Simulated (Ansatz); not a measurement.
Data:

A slab with vacuum along the third vector:

```
CELL_PARAMETERS angstrom
      2.72140     0.00000     0.00000
     -1.36070    13.09300     0.00000
      0.00000     0.00000    26.50000
ATOMIC_POSITIONS crystal
  Ru 0.37278 0.74539 0.30715
  Ru 0.78833 0.57650 0.32230
  Ru 0.53406 0.06811 0.33586
  Ru 0.94854 0.89693 0.34702
  Ru 0.69549 0.39103 0.36380
  Ru 0.11087 0.22181 0.37587
  Ru 0.85633 0.71270 0.39058
  Ru 0.27154 0.54305 0.40589
  Ru 0.01892 0.03798 0.41843
  Ru 0.43263 0.86526 0.43339
  Ru 0.18033 0.36075 0.44866
  Ru 0.59424 0.18850 0.46209
  Ru 0.34124 0.68242 0.47888
  Ru 0.75496 0.51000 0.49347
  Ru 0.50277 0.00546 0.50653
  Ru 0.91648 0.83304 0.52112
  Ru 0.66349 0.32696 0.53791
  Ru 0.07740 0.15471 0.55134
  Ru 0.82510 0.65020 0.56661
  Ru 0.23881 0.47748 0.58157
  Ru 0.98619 0.97241 0.59411
  Ru 0.40140 0.80276 0.60942
  Ru 0.14686 0.29365 0.62413
  Ru 0.56224 0.12442 0.63620
  Ru 0.30918 0.61853 0.65298
  Ru 0.72367 0.44735 0.66414
  Ru 0.46940 0.93896 0.67770
  Ru 0.88494 0.77007 0.69285
```

Slab: 28 atoms, 10.4 Å thick at the start (thin: gaps and levels are the slab's own); k 14x3x1, smearing 0.1 eV, dipole-corrected; all atoms relaxed; held to the part of the start's symmetry that mesh and held atoms allow; no spin, no spin-orbit, no U.

Question: What is the computed work function of the top face (PBE in Ansatz, a first-principles code)?

Answer: 4.81 eV

Question: Estimate the surface energy (mean of both faces) that PBE returns for this input.

Answer: 3.03 J/m²
